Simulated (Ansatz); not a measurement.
**Convergence series on Zr2AlN (P6_3/mmc, 8 atoms in the cell)**

```xyz
8
Lattice="3.1672 0.0000 0.0000 -1.5836 2.7429 0.0000 0.0000 0.0000 14.1971" Properties=species:S:1:pos:R:3 pbc="T T T"
Al     0.0000     1.8286    10.6478
Al     1.5836     0.9143     3.5493
Zr     0.0000     1.8286     1.2209
Zr     1.5836     0.9143     8.3195
Zr     1.5836     0.9143    12.9761
Zr     0.0000     1.8286     5.8776
N      0.0000     0.0000     0.0000
N      0.0000     0.0000     7.0985
```

Computed with PBEsol, default PAW files made with PBE (plane waves; Ansatz, a first-principles code).

The starting cell was generated: these elements placed on a structure prototype, without a prior relaxation; it need not be a known phase or ordering of this composition. In the base run, with a pressure of about 9 GPa the cell is away from its equilibrium volume at this level. In the base run, forces exceed 1 eV/Å. Ansatz's pressure includes its estimate of the finite-basis (Pulay) stress.

Held fixed: kpoints.mp_grid.grid = 6 6 2; hamiltonian.xc = pbesol; hamiltonian.pseudopotentials = {kind: paw} (the program's default PAW files); scf.occupations.method = gaussian; scf.occupations.width = 0.1 eV.

ΔF is the free energy per atom less that of the last row (840 eV).

The first pressure column holds Ansatz's estimate of the finite-basis (Pulay) stress, which hides part of the cutoff error; the other is without it.

```json
[
 {"basis.ecutwfc": "170 eV", "ΔF (meV/atom)": "3375.7", "pressure (GPa)": "18.45", "largest force (eV/Å)": "1.976", "pressure at a fixed set of plane waves (GPa)": "-94.58", "plane waves": "637", "iterations": "7"},
 {"basis.ecutwfc": "210 eV", "ΔF (meV/atom)": "1115.8", "pressure (GPa)": "7.65", "largest force (eV/Å)": "0.485", "pressure at a fixed set of plane waves (GPa)": "-35.15", "plane waves": "861", "iterations": "6"},
 {"basis.ecutwfc": "250 eV", "ΔF (meV/atom)": "395.2", "pressure (GPa)": "9.00", "largest force (eV/Å)": "0.802", "pressure at a fixed set of plane waves (GPa)": "-9.14", "plane waves": "1075", "iterations": "6"},
 {"basis.ecutwfc": "295 eV", "ΔF (meV/atom)": "112.7", "pressure (GPa)": "10.03", "largest force (eV/Å)": "1.094", "pressure at a fixed set of plane waves (GPa)": "3.18", "plane waves": "1437", "iterations": "6"},
 {"basis.ecutwfc": "335 eV", "ΔF (meV/atom)": "32.9", "pressure (GPa)": "9.66", "largest force (eV/Å)": "1.056", "pressure at a fixed set of plane waves (GPa)": "7.19", "plane waves": "1759", "iterations": "6"},
 {"basis.ecutwfc": "380 eV", "ΔF (meV/atom)": "7.0", "pressure (GPa)": "9.43", "largest force (eV/Å)": "1.019", "pressure at a fixed set of plane waves (GPa)": "8.77", "plane waves": "1989", "iterations": "6"},
 {"basis.ecutwfc": "420 eV", "ΔF (meV/atom)": "1.60", "pressure (GPa)": "9.38", "largest force (eV/Å)": "1.014", "pressure at a fixed set of plane waves (GPa)": "9.21", "plane waves": "2387", "iterations": "6"},
 {"basis.ecutwfc": "485 eV", "ΔF (meV/atom)": "0.28", "pressure (GPa)": "9.37", "largest force (eV/Å)": "1.014", "pressure at a fixed set of plane waves (GPa)": "9.37", "plane waves": "2991", "iterations": "6"},
 {"basis.ecutwfc": "545 eV", "ΔF (meV/atom)": "0.20", "pressure (GPa)": "9.37", "largest force (eV/Å)": "1.013", "pressure at a fixed set of plane waves (GPa)": "9.37", "plane waves": "3499", "iterations": "6"},
 {"basis.ecutwfc": "630 eV", "ΔF (meV/atom)": "0.08", "pressure (GPa)": "9.37", "largest force (eV/Å)": "1.013", "pressure at a fixed set of plane waves (GPa)": "9.37", "plane waves": "4463", "iterations": "6"},
 {"basis.ecutwfc": "735 eV", "ΔF (meV/atom)": "0.04", "pressure (GPa)": "9.37", "largest force (eV/Å)": "1.013", "pressure at a fixed set of plane waves (GPa)": "9.37", "plane waves": "5505", "iterations": "6"},
 {"basis.ecutwfc": "840 eV", "ΔF (meV/atom)": "0.00", "pressure (GPa)": "9.37", "largest force (eV/Å)": "1.013", "pressure at a fixed set of plane waves (GPa)": "9.37", "plane waves": "6817", "iterations": "6"}
]
```

Largest force within 0.02 eV/Å of the last row: from basis.ecutwfc = 380 eV on; the one before it is off by 0.043 eV/Å. The value it settles on is 1.013 eV/Å at this level of theory and with the other settings as held.

Energy within 5 meV/atom of the last row: from basis.ecutwfc = 420 eV on; the one before it is off by 7.0 meV/atom.

Keys are those of Ansatz 0.2.
